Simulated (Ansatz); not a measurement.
A user runs Ansatz (a quantum-chemistry and plane-wave program) on AgSb (P6/mmm, 6 atoms in the cell) and asks whether the run is sound. The aim is a self-consistent single point with DFT, LDA (PW92), plane waves, default PAW files made with PBE.

Cell that was meant: a = 5.7058 Å, b = 5.7058 Å, c = 4.6041 Å, α = 90.00°, β = 90.00°, γ = 120.00°.

Part of the input:

Ansatz 0.2 input:
```yaml
  xc: lda
  pseudopotentials: { kind: paw }
scf:
  occupations: { method: fixed }
output:
  forces: true
  eigenvalues: true
```

Output, abridged:

```
   [... lines left out ...]
PAW frozen core: Sb, regenerated for the run's functional, and the local potential with it
Initial density: superposition of atomic densities (neutral atoms: chi_scale 0, normalization atom), corrected by the library's trained network
Initial wavefunctions: pseudopotential atomic-orbital guess
Eigensolver: davidson
Functional: x = slater, c = lda
SCF iter   1: F=—  HF=-41380.100831 eV  |F-HF|=—  |Δ(HF+E_count)|=         —  Δρ=9.98e-3  dr2=1.27e-1  ethr=1.77e-3  ⟨swp⟩=4.9  Hψ=2963  notcnv=0  defer=129
all-band conjugate gradients solve this SCF's bands
   [... lines left out ...]
WARN: the bands overlap at the fill by count (51 filled at each k-point of a channel) …
SCF 1 converged in 7 iterations: F = -41380.063147 eV  dr2 = 7.78e-8
Free energy (F): -41380.063147 eV
Internal energy: -41380.063147 eV  (E = F + TS)
E sigma→0 (E₀):  -41380.063147 eV
Fermi energy:    14.420935 eV
--- Forces (eV/Å), atoms counted from 1 ---
  atom   1  Ag     0.00000000     0.00000000     0.00000000
   [... zero for the other atoms too ...]
--- Stress (GPa, compression-positive) ---
        5.594180       0.000000       0.000000
        0.000000       5.594180       0.000000
        0.000000       0.000000       8.157272
  P = ⅓ Tr σ = 6.4485 GPa (64.485 kbar)
  The stress holds the Pulay correction. Without it, at fixed plane waves, as pw.x and ABINIT print it: P = 6.4113 GPa
```

Q: Can these results be used? Check the input.

A: The run is not sound. The fault is fixed (insulator-type) occupations in a metal. A metal has bands that cross the Fermi level, so filling the same number of bands at every k-point puts electrons into the wrong states. To fix it, use a smearing (or tetrahedra) with enough empty bands. The run converged in 7 iterations without an error; against the sound input the free energy rises by 56.6 meV/atom and the pressure goes from 6.19 to 6.45 GPa. The full log also holds (shortened here): “WARN: iter 1: σ=0 fill of 51 bands saw a band overlap (occupied 14.4612 eV > unoccupied 12.8698 eV) — on an unconverged iterate often a transient of an (band_overlap_at_count)”.

An input that runs soundly differs in these lines (not the only fix; some lines may just follow from the change or write a value another way):
```diff
-  occupations: { method: fixed }
+  occupations: { method: methfessel_paxton, width: 0.272 }
```

With that input, the run converged in 6 iterations: free energy E − TS (on the zero of these files) -41380.4028 eV; Fermi level (on the code's own zero) 14.12 eV; pressure 6.19 GPa (DFT, LDA (PW92), plane waves, default PAW files made with PBE).

On the sound input: the starting cell was generated: these elements placed on a structure prototype, without a prior relaxation; it need not be a known phase or ordering of this composition. Its lattice was rescaled by a random factor within 2.5 % of one. With a pressure of about 6 GPa the cell is away from its equilibrium volume at this level. Ansatz's pressure includes its estimate of the finite-basis (Pulay) stress. The run gives no clean gap (levels at the Fermi energy touch, overlap or are partly filled at this smearing), which alone does not show that the compound is a metal.
